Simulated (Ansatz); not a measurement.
## What isotropic strain +0.66 % does to Ta

Base system: Ta in the bcc (W type) structure (space group Im-3m, No. 229; a = 3.3048 Å).

The change: an isotropic linear strain of +0.66 %, atoms relaxed at fixed cell.

All numbers come from plane-wave PAW DFT at the r2SCAN level (Ansatz, a first-principles code, 500 eV), scalar-relativistic without spin-orbit coupling. Settings: 20×20×20 k-points, 0.05 eV Fermi–Dirac smearing.

- Space group: Im-3m (No. 229) (base Im-3m (No. 229))
- Shortest interatomic distance: 2.881 Å (base 2.862 Å)
- Energy relative to the base (free energy F): +4.4 meV/atom
- Band gap: zero (base zero)

Final structure:

```yaml
crystal:
  lattice:
    - [-1.66333, 1.66333, 1.66333]
    - [1.66333, -1.66333, 1.66333]
    - [1.66333, 1.66333, -1.66333]
  atoms:
    - { symbol: Ta, position: [0.00000, 0.00000, 0.00000] }
```

Cost of the whole job for the changed cell (relaxation, final SCF and bands): very roughly 12 core-seconds.

No phonon test of stability was made. All final runs are without spin polarisation.
